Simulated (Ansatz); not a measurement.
# YSi3 (I4/mmm, No. 139, 16 atoms in the cell; start mp-1189560)

Method: r²SCAN-D4 in Ansatz (plane waves, PAW).

Numerical settings: plane-wave cutoff 500 eV, 8×8×8 k mesh, Fermi–Dirac smearing 0.05 eV, scalar-relativistic PAW data made under PBE.

Cell (relaxed at this level):

```cif
data_Si12Y4
_chemical_formula_sum 'Y4 Si12'
_space_group_name_H-M_alt 'P 1'
_space_group_IT_number 1
_cell_length_a 7.41960
_cell_length_b 7.41960
_cell_length_c 7.41960
_cell_angle_alpha 122.107
_cell_angle_beta 122.107
_cell_angle_gamma 86.387
loop_
_space_group_symop_operation_xyz
  'x, y, z'
loop_
_atom_site_label
_atom_site_type_symbol
_atom_site_fract_x
_atom_site_fract_y
_atom_site_fract_z
_atom_site_occupancy
Y1 Y 0.82895 0.82895 0.00000 1
Y2 Y 0.17105 0.17105 0.00000 1
Y3 Y 0.25000 0.75000 0.50000 1
Y4 Y 0.75000 0.25000 0.50000 1
Si1 Si 0.32835 0.00000 0.32835 1
Si2 Si 0.67165 0.00000 0.67165 1
Si3 Si 0.00000 0.67165 0.67165 1
Si4 Si 0.00000 0.32835 0.32835 1
Si5 Si 0.20244 0.20244 0.62637 1
Si6 Si 0.79756 0.79756 0.37363 1
Si7 Si 0.20244 0.57607 0.00000 1
Si8 Si 0.79756 0.42393 0.00000 1
Si9 Si 0.57607 0.57607 0.37363 1
Si10 Si 0.42393 0.42393 0.62637 1
Si11 Si 0.57607 0.20244 0.00000 1
Si12 Si 0.42393 0.79756 0.00000 1
```

```
Property  Value
--------  -----
band gap   none
```

Note: the relaxation could not lower the start's symmetry, so the cell can be a saddle point above a distorted one.

Spin–orbit coupling is not included.

Static lattice: no zero-point or thermal effects.

A start named mp-… is a Materials Project structure, which need not be a measured phase.

Ansatz is a first-principles code.
